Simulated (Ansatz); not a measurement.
The reference is ZrO₂ in the fluorite structure (space group Fm-3m, No. 225; a = 5.089 Å).

Perturbation: a hydrostatic pressure of 4.5 GPa.

Levels (all Ansatz, an electronic-structure program, PAW, earlier PAW set): r2SCAN (500 eV, spin-orbit coupling left out); HSE06 (420 eV, scalar-relativistic without spin-orbit coupling); HSE06+SOC (420 eV, spin-orbit coupling included).

One geometry, relaxed with r2SCAN, under each level:

```json
[
 {"level": "r2SCAN", "band gap": "3.94 eV", "lowest conduction level above the VBM at special points": "Γ 3.94 eV; X 4.35 eV; L 4.57 eV"},
 {"level": "HSE06", "band gap": "[?]", "lowest conduction level above the VBM at special points": "[?]"},
 {"level": "HSE06+SOC", "band gap": "[?]", "lowest conduction level above the VBM at special points": "[?]"}
]
```

Question: Give the withheld HSE06 and HSE06+SOC results.

Answer: 
- HSE06, band gap: 5.04 eV
- HSE06, lowest conduction level above the VBM at special points: Γ 5.04 eV; X 5.45 eV; L 5.74 eV
- HSE06+SOC, band gap: 5.04 eV
- HSE06+SOC, lowest conduction level above the VBM at special points: Γ 5.04 eV; X 5.45 eV; L 5.71 eV

Single points use the geometry relaxed with r2SCAN. Their cutoffs differ, which shifts pressures a little. The hybrid gap comes from the SCF mesh plus the semilocal run's edge points and a few special points and is an upper bound. The spin-orbit shifts are approximate. Load acts through the strain it causes; cell and atoms are relaxed under it. Stability against distortions was not tested. This is not the structure that ZrO2 has at room temperature and ambient pressure.
